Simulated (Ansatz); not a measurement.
The reference is InP in the zinc blende structure (space group F-43m, No. 216; a = 5.907 Å). Axes: x, y, z lie along the cube axes.

Structures relaxed with DFT with r2SCAN, PAW potentials and a 500 eV plane-wave cutoff in Ansatz (an electronic-structure program), no SOC, earlier PAW set.

Base:

Simulated powder pattern, Cu Kα1, λ = 1.54056 Å (kinematic, ideal powder, no thermal factors, no anomalous dispersion; the 14 strongest lines at most, above 2 %, up to 2θ = 90°):

| 2θ (°) | I/Imax (%) | hkl |
|---|---|---|
| 26.11 | 100 | (111) |
| 30.23 | 26 | (200) |
| 43.28 | 56 | (220) |
| 51.25 | 45 | (311) |
| 53.71 | 6.9 | (222) |
| 62.88 | 8.8 | (400) |
| 69.27 | 18 | (331) |
| 71.34 | 8.4 | (420) |
| 79.40 | 18 | (422) |
| 85.30 | 14 | (511) |

Modification: uniaxial strain ε_xx = +1.56 %, all other strain components held at zero; the atoms relax in the strained cell.

Problem. Predict the new powder pattern.

Solution. 
Simulated powder pattern, Cu Kα1, λ = 1.54056 Å (kinematic, ideal powder, no thermal factors, no anomalous dispersion; the 14 strongest lines at most, above 2 %, up to 2θ = 90°):

```json
[
 {"2θ (°)": "25.97", "I/Imax (%)": "100", "hkl": "(111)"},
 {"2θ (°)": "29.76", "I/Imax (%)": "8.8", "hkl": "(200)"},
 {"2θ (°)": "30.23", "I/Imax (%)": "17", "hkl": "(020)"},
 {"2θ (°)": "42.94", "I/Imax (%)": "38", "hkl": "(220)"},
 {"2θ (°)": "43.28", "I/Imax (%)": "18", "hkl": "(022)"},
 {"2θ (°)": "50.56", "I/Imax (%)": "16", "hkl": "(311)"},
 {"2θ (°)": "51.17", "I/Imax (%)": "30", "hkl": "(131)"},
 {"2θ (°)": "53.41", "I/Imax (%)": "6.9", "hkl": "(222)"},
 {"2θ (°)": "62.88", "I/Imax (%)": "5.8", "hkl": "(040)"},
 {"2θ (°)": "68.70", "I/Imax (%)": "12", "hkl": "(331)"},
 {"2θ (°)": "69.21", "I/Imax (%)": "5.9", "hkl": "(133)"},
 {"2θ (°)": "78.44", "I/Imax (%)": "6.1", "hkl": "(422)"},
 {"2θ (°)": "79.16", "I/Imax (%)": "12", "hkl": "(242)"},
 {"2θ (°)": "85.25", "I/Imax (%)": "6.7", "hkl": "(151)"}
]
```

The indices refer to the base's conventional cell; one index is shown for lines that coincide. The space group is now I-4m2 (No. 119).

Stability against distortions was not tested.
